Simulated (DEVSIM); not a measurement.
Structure: isotype n-n heterojunction Si/Ge, at 250 K.

Layer 1 from the left is Si, thickness (μm) 0.560, Nd (cm⁻³) 6.8e16, τn (s) 1.8e-7, τp (s) 1.8e-7. Layer 2 from the left is Ge, thickness (μm) 0.390, Nd (cm⁻³) 9.1e15, τn (s) 1.8e-7, τp (s) 1.8e-7.

Left contact: ohmic. Right contact: ohmic. Voltage is applied to the left contact. Recombination: SRH at mid-gap, Auger. Mobility is μmin + (μ − μmin)/(1 + (N/Nref)^α).

Constants are typed, rounded textbook-type inputs, not results; the design itself was drawn at random and stands for no fabricated device. Values at 300 K; Nc and Nv go as T^1.5, mobilities as T to minus their exponent, the gap by Varshni's rule with the affinity fixed.

Si: gap (eV) 1.124, affinity (eV) 4.05, permittivity 11.7, Nc (cm⁻³) 2.86e19, Nv (cm⁻³) 3.1e19, μn (cm²/Vs) 1417, μp (cm²/Vs) 470, μn,min 52, μp,min 45, Nref,n 9.7e16, Nref,p 2.2e17, αn 0.68, αp 0.72, T exponent of μn 2.3, T exponent of μp 2.2, Cn (cm⁶/s) 2.8e-31, Cp (cm⁶/s) 9.9e-32, Varshni α (eV/K) 0.000473, Varshni β (K) 636. Ge: gap (eV) 0.664, affinity (eV) 4, permittivity 16, Nc (cm⁻³) 1.04e19, Nv (cm⁻³) 6e18, μn (cm²/Vs) 3900, μp (cm²/Vs) 1900, μn,min 150, μp,min 100, Nref,n 2.6e17, Nref,p 4e17, αn 0.56, αp 0.6, T exponent of μn 1.66, T exponent of μp 2.33, Cn (cm⁶/s) 1e-31, Cp (cm⁶/s) 1e-31, Varshni α (eV/K) 0.000477, Varshni β (K) 235.

Model (solved in DEVSIM): 1D drift-diffusion, Boltzmann statistics, complete ionisation; no tunnelling, impact ionisation, image-force lowering or self-heating. Band offsets follow the typed affinities; no thermionic-emission limit at abrupt steps, no polarisation charge.

What does the simulation give for the potential step across the device at zero bias?

potential step across the device at zero bias 0.028 V.
